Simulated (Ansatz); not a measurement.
The structure below was relaxed with r2SCAN (Ansatz, a program for electronic structure, PAW, scalar-relativistic without spin-orbit coupling), at pressure 22.5 GPa.

```xyz
2
Lattice="0.0000 2.0278 2.0278 2.0278 0.0000 2.0278 2.0278 2.0278 0.0000" Properties=species:S:1:pos:R:3 pbc="T T T"
Mg     0.0000     0.0000     0.0000
O      2.0278     2.0278     2.0278
```

Task: Find the space group and the Wyckoff positions.

Result: Space group Fm-3m (No. 225); a = b = c = 4.0555 Å, α = β = γ = 90.00°

| atom | site | symmetry | x | y | z |
|---|---|---|---|---|---|
| Mg | 4a | m-3m | 0.0000 | 0.0000 | 0.0000 |
| O | 4b | m-3m | 0.5000 | 0.5000 | 0.5000 |

Load acts through the strain it causes; cell and atoms are relaxed under it. Stability against distortions was not tested. Competing high-pressure phases were not computed. The cell was made from MgO in the rock salt structure (space group Fm-3m, No. 225) by this change: pressure 22.5 GPa.
